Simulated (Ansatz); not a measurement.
Start from TiO2 in the anatase structure (space group I4_1/amd, No. 141; a = 3.7698 Å, c = 9.5518 Å). Axes: x, y, z lie along a, b, c of the conventional cell.

One thing is altered: biaxial strain +1.94 %, plane normal [001], relaxed out of plane (Cartesian); in-plane vectors clamped, the third vector and the atoms free.

Levels (all Ansatz, a first-principles code, PAW): PBEsol (420 eV, scalar-relativistic without spin-orbit coupling); r2SCAN (500 eV, scalar-relativistic without spin-orbit coupling).

The geometry is relaxed with PBEsol.

| Quantity | Value |
|---|---|
| PBEsol width of the top valence band | 0.88 eV |
| PBEsol lowest conduction level above the VBM at special points | Γ 1.94 eV; M 2.35 eV; S 2.99 eV; S₀ 2.99 eV |
| PBEsol gap character | indirect, Γ–X (87 % along) → Γ |

Question: Predict the width of the top valence band, lowest conduction level above the VBM at special points and gap character from r2SCAN.

Answer: The width of the top valence band increases by 0.03 eV, from 0.88 eV to 0.91 eV; the lowest conduction level above the VBM at special points becomes Γ 2.36 eV; M 2.75 eV; S 3.39 eV; S₀ 3.39 eV (PBEsol: Γ 1.94 eV; M 2.35 eV; S 2.99 eV; S₀ 2.99 eV); the gap character remains indirect, Γ–X (87 % along) → Γ.

Single points use the geometry relaxed with PBEsol. Whether these cells are dynamically stable was not tested. The final runs are not spin-polarised.
